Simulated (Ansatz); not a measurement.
# GaP, response to strain

Base system: GaP in the zinc blende structure (space group F-43m, No. 216; a = 5.4517 Å). Axes: x, y, z lie along the cube axes.

Strains are applied to the cell and any free atomic positions relax.

Calculations: r2SCAN, PAW, 500 eV (Ansatz, an electronic-structure program; no spin-orbit coupling), earlier PAW set.

Notes on the quantities. energy relative to the base: free energy F.

| case | energy relative to the base | gap character | band gap | electron mass |
|---|---|---|---|---|
| base | 0 meV/atom | indirect, Γ → Γ–X (87 % along) | 1.85 eV | 1.1 mₑ along k, 0.23 mₑ across (off the special points) |
| isotropic strain +3.49 % | +54 meV/atom | direct at Γ | 1.47 eV | 0.090 mₑ (at Γ) |
| uniaxial strain ε_xx = +0.28 % | +0.1 meV/atom | indirect, Γ → Γ–X (87 % along) | 1.84 eV | 1.1 mₑ along k, 0.23 mₑ across (off the special points) |
| uniaxial strain ε_zz = +3.92 % | (withheld) | indirect, Γ → Γ–X (87 % along) | (withheld) | 0.94 mₑ along k, 0.23 mₑ across (off the special points) |

Some entries are withheld; estimate them.


- uniaxial strain ε_zz = +3.92 %, energy relative to the base: +13 meV/atom
- uniaxial strain ε_zz = +3.92 %, band gap: 1.72 eV

Effective masses come from finite differences of ±0.01 Å⁻¹. Along k means along the line from Γ to the band edge. No phonon test of stability was made. k-point labels follow each cell's own Brillouin zone.
